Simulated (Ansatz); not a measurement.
## Effect of uniaxial strain ε_zz = +1.80 % on WS2

Base system: WS$_{2}$ (space group P6_3/mmc, No. 194; a = 3.154 Å, c = 12.141 Å; layered, stacked along the Cartesian z axis). Axes: x lies along a and z along c of the hexagonal cell.

Perturbation: the cell is stretched by 1.80 % along z with no lateral relaxation, atoms relaxed at fixed cell.

Calculations: Ansatz (a program for electronic structure), PBE-D3(BJ), PAW, cutoff 420 eV, spin-orbit coupling left out. Settings: 12×12×3 k-points, 0.05 eV Fermi–Dirac smearing.

The volume per atom grows by 0.314 Å³, from 17.43 Å³ to 17.75 Å³ and the space group remains P6_3/mmc (No. 194). The energy rises by 1.0 meV/atom and the pressure (mean of the normal stresses, compression positive) goes from zero to -0.41 GPa. The band gap grows by 0.10 eV to 0.98 eV and the gap character is still indirect, Γ → K–Γ (47 % along). The width of the top valence band drops by 0.07 eV to 1.81 eV and the hole mass changes from 0.88 mₑ along c, 0.55 mₑ across (at Γ) to 0.82 mₑ along z, 0.63 mₑ across (at Γ). The valence-band top at Γ (three highest levels, from the VBM) goes from 0.00, -1.30, -1.42 eV to 0.00, -1.21, -1.51 eV and the largest internal atomic displacement amounts to 0.026 Å. The stress (xx, yy, zz, yz, xz, xy; compression positive) comes out as (-0.14, -0.14, -0.96, 0.00, 0.00, 0.00) GPa.

Cost of the whole job for the changed cell (relaxation, final SCF and bands): about 50 core-seconds (a rough figure).

Spin-orbit coupling, missing from the scalar runs, can matter with W. Effective masses come from finite differences of ±0.01 Å⁻¹. Whether these cells are dynamically stable was not tested.
